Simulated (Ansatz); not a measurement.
Defect migration in alpha Ga2O3: O vacancy, charge state +2. All values below come from PBE, PAW (plane waves to 420 eV; Ansatz, a program for electronic structure).

Cell of 120 host sites held at the relaxed PBE lattice; the Γ point alone; Fermi-Dirac width 0.01 eV, spin-restricted; finite-size errors left in. Static, classical nuclei. The host's phase is taken as given; its stability against other phases was not computed. The charge state is imposed; whether it is stable for some Fermi level was not computed. Forms of the defect that were not tried may lie lower.

Barriers: single points on a 2×2×2 k-point mesh shifted by half a step along c at the bands' geometries (they differ from the bands' own by up to 0.05 eV, and are uncertain by about as much).

The step: one O atom jumps into the vacancy from a nearby O site. Atoms about the jump, Cartesian Å from the middle of the jump, before and after:

```csv
atom,x0,y0,z0,x1,y1,z1
O1,0.34,0.75,1.05,-0.34,-0.75,-1.05
Ga2,1.28,-0.79,0.45,1.28,-0.98,0.14
Ga3,-1.52,0.93,-2.13,-1.35,0.70,-1.92
Ga4,-1.37,0.69,1.98,-1.63,0.70,2.19
O5,-2.13,-0.92,1.11,-2.14,-0.86,1.18
O6,-0.64,2.30,-1.12,-0.55,2.21,-0.99
O7,1.85,0.52,-1.12,1.91,0.56,-1.05
Ga8,-1.52,-2.43,-0.09,-1.37,-2.23,-0.28
Ga9,1.11,2.14,-0.29,1.25,2.26,-0.39
O10,0.13,-2.20,1.10,0.19,-2.20,1.15
O11,-3.12,0.60,-1.12,-3.12,0.57,-1.10
O12,-2.37,2.16,1.16,-2.38,2.14,1.18
```

Question: Where do these atoms stand at the saddle point, and how high is it?

Answer: 
```
atom      x      y      z
----  -----  -----  -----
O1    -0.37   0.06  -0.09
Ga2    1.19  -0.90   0.26
Ga3   -1.33   0.79  -1.82
Ga4   -1.53   0.60   1.94
O5    -2.30  -1.03   1.27
O6    -0.58   2.43  -1.15
O7     1.97   0.57  -1.18
Ga8   -1.49  -2.35  -0.07
Ga9    1.19   2.19  -0.45
O10    0.12  -2.27   1.15
O11   -3.12   0.58  -1.08
O12   -2.37   2.14   1.13
```
It lies 1.24 eV above the start and 1.24 eV above the end. The saddle point's order was not checked.
